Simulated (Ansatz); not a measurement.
Cell and atoms of amorphous Si₃₀N₄₁Ga:

```yaml
crystal:
  lattice:
    - [9.31470, 0.15339, 0.23429]
    - [0.15339, 9.33248, -0.17004]
    - [0.23429, -0.17004, 9.34342]
  atoms:
    - { symbol: Si, position: [0.01144, 0.70554, 0.08181] }
    - { symbol: Si, position: [0.27428, 0.38383, 0.39461] }
    - { symbol: Si, position: [0.93790, 0.12223, 0.32768] }
    - { symbol: Si, position: [0.30639, 0.64933, 0.59831] }
    - { symbol: Si, position: [0.61034, 0.33348, 0.30480] }
    - { symbol: Si, position: [0.31669, 0.14524, 0.94795] }
    - { symbol: Si, position: [0.79145, 0.02996, 0.80428] }
    - { symbol: Si, position: [0.95392, 0.96229, 0.06893] }
    - { symbol: Si, position: [0.55280, 0.12680, 0.73307] }
    - { symbol: Si, position: [0.19548, 0.88485, 0.83555] }
    - { symbol: Si, position: [0.79009, 0.35654, 0.77230] }
    - { symbol: Si, position: [0.56464, 0.59879, 0.77049] }
    - { symbol: Si, position: [0.21457, 0.53957, 0.14966] }
    - { symbol: Si, position: [0.05836, 0.67542, 0.41001] }
    - { symbol: Si, position: [0.53340, 0.58528, 0.37653] }
    - { symbol: Si, position: [0.81969, 0.25905, 0.06394] }
    - { symbol: Si, position: [0.77344, 0.80678, 0.56235] }
    - { symbol: Si, position: [0.10088, 0.22781, 0.16384] }
    - { symbol: Si, position: [0.30873, 0.82214, 0.34473] }
    - { symbol: Si, position: [0.51664, 0.89567, 0.94004] }
    - { symbol: Si, position: [0.49506, 0.07211, 0.18843] }
    - { symbol: Si, position: [0.29790, 0.14768, 0.64222] }
    - { symbol: Si, position: [0.68966, 0.81581, 0.21964] }
    - { symbol: Si, position: [0.06674, 0.38193, 0.91888] }
    - { symbol: Si, position: [0.54263, 0.01299, 0.42835] }
    - { symbol: Si, position: [0.09071, 0.40238, 0.60694] }
    - { symbol: Si, position: [0.04247, 0.97051, 0.57245] }
    - { symbol: Si, position: [0.79304, 0.53896, 0.53814] }
    - { symbol: Si, position: [0.46304, 0.65554, 0.08586] }
    - { symbol: Si, position: [0.26551, 0.55415, 0.84143] }
    - { symbol: N, position: [0.60284, 0.15071, 0.32118] }
    - { symbol: N, position: [0.38849, 0.21494, 0.79383] }
    - { symbol: N, position: [0.40782, 0.53995, 0.70049] }
    - { symbol: N, position: [0.21757, 0.72062, 0.75283] }
    - { symbol: N, position: [0.52572, 0.71499, 0.92195] }
    - { symbol: N, position: [0.66618, 0.34411, 0.12691] }
    - { symbol: N, position: [0.86087, 0.81549, 0.14093] }
    - { symbol: N, position: [0.39490, 0.98020, 0.32189] }
    - { symbol: N, position: [0.17260, 0.53880, 0.49632] }
    - { symbol: N, position: [0.05821, 0.62454, 0.23645] }
    - { symbol: N, position: [0.97090, 0.11526, 0.49361] }
    - { symbol: N, position: [0.10918, 0.55477, 0.99188] }
    - { symbol: N, position: [0.21959, 0.26945, 0.52688] }
    - { symbol: N, position: [0.43239, 0.18846, 0.07275] }
    - { symbol: N, position: [0.90136, 0.42014, 0.62829] }
    - { symbol: N, position: [0.30900, 0.70729, 0.18851] }
    - { symbol: N, position: [0.44221, 0.42868, 0.33968] }
    - { symbol: N, position: [0.19302, 0.36500, 0.23798] }
    - { symbol: N, position: [0.06305, 0.84600, 0.96653] }
    - { symbol: N, position: [0.14065, 0.83518, 0.45100] }
    - { symbol: N, position: [0.89144, 0.35336, 0.92168] }
    - { symbol: N, position: [0.46767, 0.07686, 0.58288] }
    - { symbol: N, position: [0.06236, 0.04152, 0.20044] }
    - { symbol: N, position: [0.89062, 0.67939, 0.47804] }
    - { symbol: N, position: [0.41159, 0.71436, 0.46170] }
    - { symbol: N, position: [0.68199, 0.88174, 0.41229] }
    - { symbol: N, position: [0.68383, 0.66694, 0.64524] }
    - { symbol: N, position: [0.59492, 0.65832, 0.21489] }
    - { symbol: N, position: [0.91650, 0.26998, 0.21961] }
    - { symbol: N, position: [0.58822, 0.92768, 0.10727] }
    - { symbol: N, position: [0.67880, 0.46621, 0.42231] }
    - { symbol: N, position: [0.33520, 0.95828, 0.92793] }
    - { symbol: N, position: [0.63778, 0.44657, 0.83148] }
    - { symbol: N, position: [0.14871, 0.23032, 0.98596] }
    - { symbol: N, position: [0.88281, 0.91331, 0.67134] }
    - { symbol: N, position: [0.16884, 0.01870, 0.69875] }
    - { symbol: N, position: [0.61631, 0.97061, 0.80857] }
    - { symbol: N, position: [0.36816, 0.50537, 0.01183] }
    - { symbol: N, position: [0.84885, 0.07924, 0.97772] }
    - { symbol: N, position: [0.15721, 0.41872, 0.76826] }
    - { symbol: N, position: [0.72687, 0.18940, 0.73267] }
    - { symbol: Ga, position: [0.52423, 0.36084, 0.98975] }
```

Methods: PBE, scalar-relativistic without spin-orbit coupling (Ansatz, a quantum-chemistry and plane-wave program); r2SCAN, scalar-relativistic without spin-orbit coupling (Ansatz); HSE06, scalar-relativistic without spin-orbit coupling (Ansatz). Neutral PBE cell, which sets geometry, pressure and energy: sampling: a 2×2×2 Γ-centred mesh; Fermi-Dirac width 0.02 eV; no spin polarisation. Exact exchange is cut at the faces of this 9 Å cell, which leaves hybrid gaps a finite-size error.

Preparation: random packing, a CHGNet melt and quench, and a DFT relaxation. N atoms were pushed apart under 1.9 Å during the dynamics, to hinder bonds among them. The hot cell started wider than the set density and was brought back towards it in steps. It is the lowest in DFT energy of 2 quenches. It is a model cell: composition and starting density were chosen by hand, and all elements were melted together. No dispersion term was used. Its density started from a set value of 3.04 and ended at 3.04 g/cm³. The simulated quench (nominally 300 K/ps over its main leg) is rapid and tends to freeze in more defects than a deposited or slowly cooled glass has. One small periodic cell is one sample of the glass; other quenches scatter about these values. The volume was held where the preparation left it and the shape relaxed.

### Question
Give the pressure, the energy against reference phases and the spacing of the highest filled and lowest empty levels.

### Answer

- Pressure on a 2×2×2 Γ-centred mesh = 3.27 GPa
- Largest force and stress component on that mesh (the relaxation ran on the zone centre alone) = 0.08 eV/Å and 3.4 GPa
- Energy relative to beta Si3N4 + wurtzite GaN (lowest mix at this level among the phases computed, not always the ambient ones) = 0.333 eV/atom
- Gap between localised states on a 2×2×2 Γ-centred mesh (PBE) = 1.83 eV
- Gap between localised states at the zone centre (PBE) = 1.83 eV
- Gap between localised states at the zone centre (r2SCAN) = 2.15 eV
- Gap between localised states at the zone centre (HSE06) = 3.08 eV
- Distance between the nearest levels spread over more than a fifth of the atoms or a third of the atoms of their main element (six at least) (PBE, zone centre) = 3.34 eV

### Question
At PBE and the zone centre, how localised are the states just below and above the Fermi level (participation number: the atoms over which a state spreads)?

### Answer
The highest filled state is spread over 6.2 atoms' worth, largest on N33, with weights by element (charge in smoothed Voronoi cells) N 0.90, Si 0.09, Ga 0.01. The lowest empty state is spread over 6.9 atoms' worth, largest on Si3, with weights by element (charge in smoothed Voronoi cells) Si 0.50, N 0.49, Ga 0.00.

At PBE the levels at both edges of the gap are localised (band-tail or defect states), and the nearest spread-out levels lie 3.3 eV apart at the zone centre.

Bonds are counted up to Si-Si 2.60 Å, Si-N 2.10 Å, Si-Ga 2.56 Å, N-N 1.70 Å, N-Ga 2.32 Å, Ga-Ga 2.68 Å. Two cations that share two anions don't count as bonded, nor two that share one unless they lie closer than Si-Si 2.38 Å, Si-Ga 2.49 Å, Ga-Ga 2.61 Å.

Added carriers, by PBE, scalar-relativistic without spin-orbit coupling run with Ansatz on the zone centre alone. Charged cells keep the cell fixed and stand in a uniform background, with no image correction, at a width of 0.01 eV; where the count is odd the moment is locked at 1 μB, unless the neutral cell bore moments. Each starts from the undistorted neutral geometry alone. PBE's self-interaction favours spread-out carriers, so it can miss traps that a hybrid finds.

### Question
What happens at PBE when the cell takes an extra electron and the atoms relax?

### Answer
Relaxation lowers the charged cell by 0.56 eV. The largest moves are Si3 0.21 Å, N53 0.12 Å, N41 0.10 Å, N31 0.09 Å. The level that holds the added charge spreads over 7.3 atoms' worth, most on Si3 (weight 0.31): a partly localised carrier. No bond crosses its cut-off with a change of over 0.15 Å (metal-metal contacts aside). Made neutral again at that geometry, the cell lies +0.49 eV from the neutral start.

### Question
What happens at PBE when the cell takes a hole and the atoms relax?

### Answer
Relaxation lowers the charged cell by 0.20 eV. The largest moves are N33 0.12 Å, Si12 0.09 Å, N63 0.07 Å, Si4 0.07 Å. The level that was emptied spreads over 5.4 atoms' worth, most on N33 (weight 0.34): a localised (trapped) carrier, which neighbours of that atom can share. No bond crosses its cut-off with a change of over 0.15 Å (metal-metal contacts aside). Made neutral again at that geometry, the cell lies +0.43 eV from the neutral start.

A PBE run started with 1 μB on atoms that lack a bond or may hold spare charge lost its moments; other starts weren't tried.
